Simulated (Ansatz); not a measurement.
The starting structures come from a database of crystals and need not be the phases stable at ambient conditions.

 Where the default PAW files enter, the runs use the earlier of Ansatz's two default sets.

The decay constant κ of evanescent states in the gap governs leakage through a thin film.

Consider the following.

```xyz
8
Lattice="3.1026 0.0000 0.0000 -1.5513 2.6870 0.0000 0.0000 0.0000 7.5699" Properties=species:S:1:pos:R:3 pbc="T T T"
Li     0.0000     0.0000     0.0000
Li     0.0000     0.0000     3.7850
Li     0.0000     1.7913     1.8925
Li     1.5513     0.8957     5.6774
O      0.0000     1.7913     4.9096
O      1.5513     0.8957     2.6603
O      1.5513     0.8957     1.1247
O      0.0000     1.7913     6.4453
```

Space group of this cell: P6_3/mmc. The cell is taken as given.

Transport runs along the normal of the first two printed cell vectors, the (001) plane of the conventional cell.

No gap correction and no spin-orbit coupling; mid-gap values are interpolated between computed energies.

Q: Give the band gap and the smallest decay constant κ at mid-gap that r2SCAN run with Ansatz (an electronic-structure program) yields.

A: Gap 2.77 eV on a 12×12×4 mesh; κ = 0.331 1/Å, at the zone centre.
